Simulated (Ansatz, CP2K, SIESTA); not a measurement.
**SrGe₃Pd (P1, 5 atoms in the cell) computed with different codes at matched settings**

Self-consistent single point, at a second geometry (atoms moved at random). First geometry:

```yaml
crystal:
  lattice:
    - [-2.24079, 2.24079, 5.14480]
    - [2.24079, -2.24079, 5.14480]
    - [2.24079, 2.24079, -5.14480]
  atoms:
    - { symbol: Sr, position: [0.99859, 0.99859, 0.00000] }
    - { symbol: Ge, position: [0.39970, 0.39970, 0.00000] }
    - { symbol: Ge, position: [0.75315, 0.25315, 0.50000] }
    - { symbol: Ge, position: [0.25315, 0.75315, 0.50000] }
    - { symbol: Pd, position: [0.64310, 0.64310, 0.00000] }
```

Second geometry:
```
SrGe3Pd
1.0
   -2.24079     2.24079     5.14480
    2.24079    -2.24079     5.14480
    2.24079     2.24079    -5.14480
Sr Ge Pd
1 3 1
Direct
  0.00390   0.98669   0.99848
  0.40022   0.38893   0.99714
  0.75127   0.24670   0.49175
  0.25976   0.75774   0.51005
  0.63254   0.66763   0.00258
```

Shared settings, as Ansatz (an electronic-structure program) writes them: kpoints.mp_grid.grid = 6 6 6; scf.occupations.method = gaussian; scf.occupations.width = 0.1 eV. Potentials and cutoffs stand in the table.

```
code                                                                                                                            model  ΔF from the first geometry (meV/atom)  pressure (GPa)  largest force (eV/Å)       cutoff
------  -----------------------------------------------------------------------------------------------------------------------------  -------------------------------------  --------------  --------------------  -----------
CP2K                                                       PBEsol, GPW, DZVP-MOLOPT-SR-GTH basis, GTH-PBE potentials (GTH_POTENTIALS)                                   33.9            2.29                 1.675  grid 500 Ry
SIESTA  GGA PBEsol, numerical atomic orbitals TZP, PseudoDojo PBEsol standard norm-conserving potentials (rewritten from UPF to PSML)                                   35.7            4.31                 1.790  grid 350 Ry
Ansatz                                                                                                PBEsol, PAW files made with PBE                                   27.1           -0.73                 1.444      default
```

Size of the force on each atom (eV/Å): Sizes of forces hide their directions.

| code | Sr1 | Ge2 | Ge3 | Ge4 | Pd5 |
|---|---|---|---|---|---|
| CP2K | 0.279 | 0.961 | 0.969 | 0.862 | 1.675 |
| SIESTA | 0.405 | 0.862 | 1.022 | 0.911 | 1.790 |
| Ansatz | 0.217 | 0.687 | 0.834 | 0.736 | 1.444 |

On Ansatz's run: spin polarisation is off.

The spread over the programs that give each value: ΔF from the first geometry within 8.6 meV/atom; pressure within 5.04 GPa; largest force within 0.346 eV/Å.

CP2K and SIESTA use small atom-centred bases, whose incompleteness enters pressures, forces and empty levels differently from a plane-wave cutoff. Ansatz's pressure is given at a fixed set of plane waves, as the other plane-wave codes print theirs.

The starting cell comes from a database of computed structures (which also holds hypothetical and non-ambient phases and stackings), without a prior relaxation at this level. For this run, on top of that: atoms moved at random.

Keys are those of Ansatz 0.2.
